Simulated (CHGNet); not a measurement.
## L1₀ (CuAu-type) FePt

All values below come from the machine-learned potential CHGNet 0.3.0 (trained on PBE and PBE+U data).

Cell: relaxed at this level.

```json
{
  "lattice_constant_a": "2.928 Å",
  "lattice_parameter_c": "3.254 Å"
}
```

Measured, for comparison: lattice constant a 2.727 Å (room temperature, no zero-point or thermal correction, P4/mmm two-atom cell, a_fct/√2; as tabulated in Sawada et al. (2023), arXiv:2212.12065); lattice parameter c 3.726 Å (room temperature, no zero-point or thermal correction, 0.1 GPa; as tabulated in Sawada et al. (2023), arXiv:2212.12065). Computed (rounded) less measured: lattice constant a +7.4 %, lattice parameter c -12.7 %.

A machine-learned potential is trained on density-functional data: it inherits that level's misses and adds fitting errors of its own.

Note: the model gives imaginary modes for this phase (in the spectrum interpolated from a supercell); the model's c/a of 1.11 is far from the 1.36 of the starting cell; the model's elastic tensor is not positive definite here.
